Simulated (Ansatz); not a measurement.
The starting structures come from a database of crystals and need not be the phases stable at ambient conditions.

 Where the default PAW files enter, the runs use the earlier of Ansatz's two default sets.

The decay constant κ of evanescent states in the gap governs leakage through a thin film.

Given:

```xyz
6
Lattice="3.6262 0.0000 0.0000 0.0000 11.0535 0.0000 0.0000 0.0000 3.4561" Properties=species:S:1:pos:R:3 pbc="T T T"
Pt     0.0000     0.0000     1.7280
Pt     1.8131     5.5268     0.0000
Cl     0.1804     1.5342     0.0000
Cl     3.4458     9.5193     0.0000
Cl     1.9935     3.9925     1.7280
Cl     1.6327     7.0610     1.7280
```

Space group of this cell: Pnnm. The cell was relaxed by PBE-D3(BJ); by PBEsol its mean pressure is -1.9 GPa.

Transport runs along the normal of the first two printed cell vectors.

No gap correction and no spin-orbit coupling; mid-gap values are interpolated between computed energies.

### Question
Compute, with PBEsol (Ansatz, a program for electronic structure), the band gap and the smallest decay constant κ at mid-gap.

### Answer
Gap 0.62 eV on a 8×4×10 mesh; κ = 0.157 1/Å, at the zone centre.
